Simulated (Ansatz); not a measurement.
Base system: CdSe in the wurtzite structure (space group P6_3mc, No. 186).

```yaml
crystal:
  lattice:
    - [4.24755, 0.00000, 0.00000]
    - [-2.12377, 3.67848, 0.00000]
    - [0.00000, 0.00000, 6.94096]
  atoms:
    - { symbol: Cd, position: [0.33333, 0.66667, 0.00031] }
    - { symbol: Cd, position: [0.66667, 0.33333, 0.50031] }
    - { symbol: Se, position: [0.33333, 0.66667, 0.37569] }
    - { symbol: Se, position: [0.66667, 0.33333, 0.87569] }
```

Cartesian axes are those of the cell as printed.

Calculations: Kohn–Sham DFT with the LDA functional, run in Ansatz (a quantum-chemistry and plane-wave program) with PAW and 420 eV plane waves, scalar-relativistic without spin-orbit coupling.

Base values:

- Electron mass: 0.047 mₑ (at Γ)
- Pressure: 0.00 GPa

Perturbation: biaxial strain −2.40 %, plane normal [001], relaxed out of plane (Cartesian); in-plane vectors clamped, the third vector and the atoms free.

**Question.** Estimate the effect on the electron mass.

**Answer.** The electron mass goes from 0.047 mₑ (at Γ) to 0.053 mₑ out of plane, 0.044 mₑ in plane (at Γ).

**Question.** What happens to the pressure?

**Answer.** The pressure (mean of the normal stresses, compression positive) goes from zero to 1.48 GPa.

**Question.** Estimate the effect on the out-of-plane strain.

**Answer.** The out-of-plane strain comes out as +2.25 %.

The levels and masses belong to the bands next to the band gap. Effective masses come from finite differences of ±0.01 Å⁻¹. Stability against distortions was not tested.
